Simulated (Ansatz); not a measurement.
The reference is a 16-atom supercell of InAs in the zinc blende structure (space group F-43m, No. 216; a = 6.186 Å) at its relaxed geometry.

Method: PBE (Ansatz, a first-principles code; PAW; 420 eV plane waves; no SOC).

Base values:

```
Quantity    Value
--------  -------
Pressure  0.0 GPa
```

It is then changed as follows: a neutral H interstitial (started 2.68 Å from the nearest host atom), atoms relaxed at fixed cell, starting from a slightly rattled geometry.

**Question.** What does the calculation give for the final site of the added atom after the change?

**Answer.** The final site of the added atom comes out as 1 As at 1.58 Å.

**Question.** Predict the new pressure.

**Answer.** The pressure goes from zero to 1.2 GPa.

**Question.** Estimate the effect on the largest displacement of a host atom from its site in the perfect cell.

**Answer.** The largest displacement of a host atom from its site in the perfect cell amounts to 0.42 Å.

In so small a cell the defect repeats every few ångströms: this is an ordered compound, not a dilute defect. A case with no gap was solved on a k-mesh chosen for an insulator, which is coarse for it. All final runs are without spin polarisation. The defect cell is not spin-polarised.
